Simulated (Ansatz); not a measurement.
Input:

```xyz
3
Lattice="3.9387 0.0000 0.0000 0.0000 3.9387 0.0000 1.9693 -1.9693 2.8482" Properties=species:S:1:pos:R:3 pbc="T T T"
Li     3.9387     1.9693     1.4241
Li     1.9693     0.0000     1.4241
S      0.0000     0.0000     0.0000
```

No spin polarisation.

Calculations: Kohn–Sham DFT with the PBEsol functional, run in Ansatz (a program for electronic structure) with PAW and 420 eV plane waves, without spin-orbit coupling. Γ-centred 10×10×10 mesh, Fermi–Dirac width 0.05 eV.

**Question.** What band gap does the calculation give?

**Answer.** 3.13 eV.

**Question.** Estimate the gap character.

**Answer.** Indirect, Γ → X.

The cells carry an imposed strain or load. Whether these cells are dynamically stable was not tested. The cell was made from Li2S in the anti-fluorite structure (space group Fm-3m, No. 225) by this change: biaxial strain −1.50 %, plane normal [001], relaxed out of plane.
